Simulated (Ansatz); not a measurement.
Here is the system:

```yaml
crystal:
  lattice:
    - [3.17512, 0.00000, 0.00000]
    - [-1.58756, 2.74974, 0.00000]
    - [0.00000, 0.00000, 5.29188]
  atoms:
    - { symbol: Mg, position: [0.66667, 0.33333, 0.25000] }
    - { symbol: Mg, position: [0.33333, 0.66667, 0.75000] }
```

No spin polarisation.

The values are results of Ansatz (a first-principles code) PBEsol, no SOC, not measurements. k-mesh 21×21×11 (Γ-centred); smearing 0.1 eV (Fermi–Dirac).

Problem. Predict the stress (xx, yy, zz, yz, xz, xy; compression positive).

Solution. (-0.4, -0.4, -1.6, 0.0, 0.0, 0.0) GPa.

Problem. Predict the band gap.

Solution. Zero.

The cells carry an imposed strain or load. Whether these cells are dynamically stable was not tested. The cell was made from Mg in the hcp (Mg type) structure (space group P6_3/mmc, No. 194) by this change: uniaxial strain ε_zz = +2.50 %.
